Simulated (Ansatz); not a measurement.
# How a calculation on Si3N4 (P6_3/m, 14 atoms in the cell) responds to its settings

```yaml
crystal:
  lattice:
    - [7.60454, 0.00000, 0.00000]
    - [-3.80227, 6.58573, 0.00000]
    - [0.00000, 0.00000, 2.90520]
  atoms:
    - { symbol: Si, position: [0.23108, 0.82495, 0.75000] }
    - { symbol: Si, position: [0.76892, 0.17505, 0.25000] }
    - { symbol: Si, position: [0.40613, 0.23108, 0.25000] }
    - { symbol: Si, position: [0.59387, 0.76892, 0.75000] }
    - { symbol: Si, position: [0.17505, 0.40613, 0.75000] }
    - { symbol: Si, position: [0.82495, 0.59387, 0.25000] }
    - { symbol: N, position: [0.33333, 0.66667, 0.75000] }
    - { symbol: N, position: [0.66667, 0.33333, 0.25000] }
    - { symbol: N, position: [0.96919, 0.66985, 0.75000] }
    - { symbol: N, position: [0.03081, 0.33015, 0.25000] }
    - { symbol: N, position: [0.29934, 0.96919, 0.25000] }
    - { symbol: N, position: [0.70066, 0.03081, 0.75000] }
    - { symbol: N, position: [0.33015, 0.29934, 0.75000] }
    - { symbol: N, position: [0.66985, 0.70066, 0.25000] }
```

Base run A: PBEsol, PAW files made with PBE (Ansatz, an electronic-structure program), self-consistent single point.

Its settings: basis.ecutwfc = 30.9 Ry; kpoints.mp_grid.grid = 3 3 6; hamiltonian.xc = pbesol; hamiltonian.pseudopotentials = {kind: paw} (the program's default PAW files); scf.occupations.method = fixed.

The starting cell comes from a database of computed structures (which also holds hypothetical and non-ambient phases and stackings), without a prior relaxation at this level. Ansatz's pressure includes its estimate of the finite-basis (Pulay) stress.

Run A gave: pressure (GPa) 1.94; largest force (eV/Å) 0.053; gap on the mesh (eV) 4.198.

Runs:
- B: hamiltonian.xc: pbesol → lda [LDA (PW92)]
- C: hamiltonian.xc: pbesol → pbe [PBE]
- D: hamiltonian.xc: pbesol → rpbe [RPBE]
- E: hamiltonian.xc: pbesol → revpbe [revPBE]
- F: hamiltonian.xc: pbesol → blyp [BLYP]
- G: basis.ecutwfc: 30.9 Ry → 36.7 Ry; hamiltonian.xc: pbesol → r2scan [r2SCAN]

Problem. What does run E change against A?

Solution. The pressure goes from 1.94 to 8.52 GPa, the largest force moves little (0.053 to 0.052 eV/Å) and the gap on the mesh goes from 4.198 to 4.399 eV.

Problem. What does run C change against A?

Solution. The pressure goes from 1.94 to 5.69 GPa, the largest force goes from 0.053 to 0.047 eV/Å and the gap on the mesh goes from 4.198 to 4.335 eV.

```
run  pressure (GPa)  largest force (eV/Å)  gap on the mesh (eV)
---  --------------  --------------------  --------------------
A              1.94                 0.053                 4.198
B             -3.12                 0.029                 4.161
C              5.69                 0.047                 4.335
D              9.47                 0.055                 4.423
E              8.52                 0.052                 4.399
F              8.90                 0.087                 4.523
G              0.05                 0.023                 4.992
```

Keys are those of Ansatz 0.2.
